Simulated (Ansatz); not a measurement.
# Habitual settings against a tight run: Cs2Sb2Pt (Cmcm, 10 atoms in the cell)

Self-consistent single point.

```
CELL_PARAMETERS angstrom
      3.83958    -7.54186     0.00000
      3.83958     7.54186     0.00000
      0.00000     0.00000     7.03612
ATOMIC_POSITIONS crystal
  Cs 0.60307 0.39693 0.75000
  Cs 0.39693 0.60307 0.25000
  Cs 0.19762 0.80238 0.75000
  Cs 0.80238 0.19762 0.25000
  Sb 0.72031 0.91237 0.75000
  Sb 0.27969 0.08763 0.25000
  Sb 0.91237 0.72031 0.25000
  Sb 0.08763 0.27969 0.75000
  Pt 0.00000 0.00000 0.00000
  Pt 0.00000 0.00000 0.50000
```

Level of theory: PBEsol, default PAW files made with PBE (plane waves; Ansatz, a program for electronic structure).

Base settings: basis.ecutwfc = 420 eV; kpoints.mp_grid.grid = 3 3 3; hamiltonian.xc = pbesol; hamiltonian.pseudopotentials = {kind: paw} (the program's default PAW files); scf.occupations.method = fixed.

Tight run (finer mesh or higher cutoff; not a proven limit): basis.ecutwfc: 420 eV → 590 eV; kpoints.mp_grid.grid: 3 3 3 → 5 5 5; scf.convergence.dr2_threshold: default (1e-07 eV) → 1e-09 eV. It gave top of the valence band (on the code's own zero) 6.72 eV; gap on the k-point mesh 0.86 eV; pressure -1.33 GPa; largest force (vector length) 0.203 eV/Å.

Quick runs, as changes from the base:
- A: the base itself
- B: basis.ecutwfc: 420 eV → 250 eV; kpoints.mp_grid.grid: 3 3 3 → 1 1 1; kpoints.mp_grid.shift: default → 0.5 0.5 0.5; scf.convergence.dr2_threshold: default (1e-07 eV) → 0.0001 eV
- C: basis.ecutwfc: 420 eV → 335 eV; kpoints.mp_grid.grid: 3 3 3 → 2 2 2; scf.occupations.method: fixed → fermi_dirac; kpoints.mp_grid.shift: default → 0.5 0.5 0.5; scf.occupations.width: default → 0.272 eV
- D: kpoints.mp_grid.grid: 3 3 3 → 4 4 4; scf.occupations.method: fixed → gaussian; scf.occupations.width: default → 0.5 eV

Energies are extrapolated to zero smearing width, which holds to low order in the width alone.

Dashes: time of B, C, under 30 s; gap of C, D, left out as unsure on this mesh or at this smearing.

Gaps are read on each run's own mesh, which may miss the band edges.

The count of work is k-points × plane waves × bands × iterations; it is no time. Core times come from one kind of shared machine and are given to one figure; runs under 30 s give none.

Pressures in the table are Ansatz's without its Pulay estimate, at a fixed set of plane waves; the tight run's value above holds the estimate.

The starting cell comes from a database of computed structures (which also holds hypothetical and non-ambient phases and stackings), without a prior relaxation at this level. Its lattice was rescaled by a random factor within 2.5 % of one. Spin-orbit coupling is off.

| run | energy less tight (meV/atom) | pressure less tight (GPa) | largest miss in a force vector (eV/Å) | gap on the mesh less tight (eV) | count of work / tight | core time / tight (rough) |
|---|---|---|---|---|---|---|
| A | 0.4 | -0.01 | 0.021 | 0.077 | 0.14 | 0.2 |
| B | 830.1 | -23.54 | 0.825 | 0.563 | 0.0071 | – |
| C | 34.4 | -0.26 | 0.216 | – | 0.025 | – |
| D | 7.2 | 0.04 | 0.097 | – | 0.39 | 0.5 |

Among the runs at the tight run's level, the energy misses run from 0.4 to 830.1 meV/atom.

Left out of this page: 2 runs of the series outside the window shown, repeating another row's setting, or not comparable.

Keys are those of Ansatz 0.2.
